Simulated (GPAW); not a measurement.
## A self-consistent single point of Nb (Im-3m, 1 atom in the cell) with GPAW

Computed with PBE, GPAW PAW datasets PBE (gpaw-data 1.0.1) (plane waves; GPAW).

This input was run:

```python
from ase import Atoms
from ase.units import GPa
from gpaw import GPAW

atoms = Atoms(['Nb'],
              cell=[[-1.658250, 1.658250, 1.658250],
                    [1.658250, -1.658250, 1.658250],
                    [1.658250, 1.658250, -1.658250]],
              scaled_positions=[[0.000000, 0.000000, 0.000000]],
              pbc=True)

calc = GPAW(mode={'name': 'pw', 'ecut': 600},
            xc='PBE',
            kpts={'size': (10, 10, 10), 'gamma': True},
            occupations={'name': 'fermi-dirac', 'width': 0.1},
            nbands=-7,
            convergence={'density': 1e-05, 'energy': 1e-05},
            symmetry={'symmorphic': False, 'tolerance': 0.0005},
            maxiter=120)

atoms.calc = calc

energy = atoms.get_potential_energy()
print('Energy (eV):', round(energy, 6))
forces = atoms.get_forces()
print('Forces (eV/Ang):')
print(forces.round(5))
stress = atoms.get_stress()
print('Stress (GPa, Voigt):', (stress / GPa).round(4))
```

Log, with long lists cut:

```
Input parameters:
  convergence: {density: 1e-05,
                energy: 1e-05}
  kpts: {gamma: True,
         size: (10, 10, 10)}
  maxiter: 120
  mode: {ecut: 600,
         name: pw}
  nbands: -7
  occupations: {name: fermi-dirac,
                width: 0.1}
  symmetry: {symmorphic: False,
             tolerance: 0.0005}
  xc: PBE

species:
  Nb:
    name: Niobium
    Z: 41.0
    valence: 13
    core: 28
    charge: 0.0
    file: Nb.PBE.gz

    # Using partial waves for Nb as LCAO basis

Reference energy: -103906.147789  # eV

Spin-paired calculation

Convergence criteria:
 Maximum [total energy] change in last 3 cyles: 1e-05 eV / valence electron
 Maximum integral of absolute [dens]ity change: 1e-05 electrons / valence electron
 Maximum integral of absolute [eigenst]ate change: 4e-08 eV^2 / valence electron
 Maximum number of scf [iter]ations: 120

Symmetries present (total): 48
Symmetries with fractional translations: 0
1000 k-points: 10 x 10 x 10 Monkhorst-Pack grid + [1/20,1/20,1/20]
47 k-points in the irreducible part of the Brillouin zone
       k-points in crystal coordinates                weights
   0:     0.00000000    0.00000000    0.00000000          1/1000
   1:     0.10000000    0.00000000    0.00000000         12/1000
   2:     0.10000000    0.10000000   -0.10000000          6/1000
   [... 7 lines left out ...]
          ...
  46:     0.50000000    0.50000000    0.50000000          1/1000

Wave functions: Plane wave expansion
  Cutoff energy: 600.000 eV
  Number of coefficients (min, max): 595, 622
  Pulay-stress correction: 0.000000 eV/Ang^3 (de/decut=0.000000)

Occupation numbers: Fermi-Dirac:
  width: 0.1000  # eV

Eigensolver

Densities:
  Coarse grid: 18*18*18 grid
  Fine grid: 36*36*36 grid
  Total Charge: 0.000000

Density mixing:
  Method: separate
  Backend: pulay
  Linear mixing parameter: 0.05
  old densities: 5
  Damping of long wavelength oscillations: 50

Hamiltonian:
  XC and Coulomb potentials evaluated on a 36*36*36 grid
  External potential:
    NoExternalPotential

XC parameters: PBE with 2 nearest neighbor stencil

Number of atoms: 1
Number of atomic orbitals: 13
Number of bands in calculation: 13
Number of valence electrons: 13
Bands to converge: occupied

Density initialized from atomic densities
  13 bands from LCAO basis set

Atomic positions and initial magnetic moments

Positions:
   0 Nb     0.000000    0.000000    0.000000    ( 0.0000,  0.0000,  0.0000)

Unit cell:
           periodic     x           y           z      points  spacing
  1. axis:    yes   -1.658250    1.658250    1.658250    18     0.1303
  2. axis:    yes    1.658250   -1.658250    1.658250    18     0.1303
  3. axis:    yes    1.658250    1.658250   -1.658250    18     0.1303

  Lengths:   2.872173   2.872173   2.872173
  Angles:  109.471221 109.471221 109.471221

Effective grid spacing dv^(1/3) = 0.1462

     iter     time        total  log10-change:
                         energy   eigst   dens
iter:   1 --:--:--   -10.944340
iter:   2 --:--:--   -10.847554   -1.64  -1.12
iter:   3 --:--:--   -10.368988   -1.02  -1.15
iter:   4 --:--:--   -10.368116   -3.05  -1.91
iter:   5 --:--:--   -10.344732   -2.06  -1.91
iter:   6 --:--:--   -10.333098   -3.26  -2.10
iter:   7 --:--:--   -10.332880   -5.05  -2.79
iter:   8 --:--:--   -10.332161   -4.05  -2.80
iter:   9 --:--:--   -10.332159   -6.28  -3.98
iter:  10 --:--:--   -10.332160c  -7.40  -4.08
iter:  11 --:--:--   -10.332157c  -6.40  -4.03
iter:  12 --:--:--   -10.332157c  -8.00c -4.53
iter:  13 --:--:--   -10.332157c -10.09c -4.85
iter:  14 --:--:--   -10.332157c  -8.29c -4.88
iter:  15 --:--:--   -10.332157c  -8.57c -4.96
iter:  16 --:--:--   -10.332157c -10.73c -6.16c

Converged after 16 iterations.

Dipole moment: (0.000000, 0.000000, -0.000000) |e|*Ang

Energy contributions relative to reference atoms: (reference = -103906.147789)

Kinetic:         -1.651622
Potential:       -2.993781
External:        +0.000000
XC:              -5.621313
Entropy (-ST):   -0.059544
Local:           -0.035669
SIC:             +0.000000
--------------------------
Free energy:    -10.361929
Extrapolated:   -10.332157

Showing only first 2 kpts
 Kpt  Band  Eigenvalues  Occupancy
  0     4      5.28801    2.00000
  0     5     11.53975    0.06507
  0     6     11.53975    0.06507
  0     7     11.53975    0.06507

  1     4      5.68447    2.00000
  1     5     11.30000    0.53989
  1     6     11.46846    0.12840
  1     7     11.92513    0.00142

Fermi level: 11.20051

No gap
No difference between direct/indirect transitions
Energy (eV): -10.332157

Forces in eV/Ang:
  0 Nb    0.00000    0.00000   -0.00000

Stress tensor:
     0.007326     0.000000     0.000000
     0.000000     0.007326    -0.000000
     0.000000    -0.000000     0.007326
Stress (GPa, Voigt): [ 1.1737  1.1737  1.1737 -0.      0.      0.    ]
```

The run converged in 16 iterations. GPAW prints stress with tension positive.

The starting cell has typed, rounded lattice constants, without a prior relaxation at this level. Its lattice was rescaled by up to half a per cent. Spin polarisation is off.
